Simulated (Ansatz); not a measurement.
Start from Hf in the hcp (Mg type) structure (space group P6_3/mmc, No. 194; a = 3.198 Å, c = 5.049 Å; relaxed with 0.1 eV smearing).

The values are results of r2SCAN (Ansatz, a first-principles code), spin-orbit coupling left out, earlier PAW set, not measurements.

Base values:

The band gap comes out as zero.

The change: an isotropic linear strain of −1.32 %, atoms relaxed at fixed cell.

Q: Predict the new energy relative to the base.

A: The energy goes up by 12 meV/atom.

Q: Predict the new band gap.

A: The band gap remains zero.

No phonon test of stability was made. The final runs are not spin-polarised.
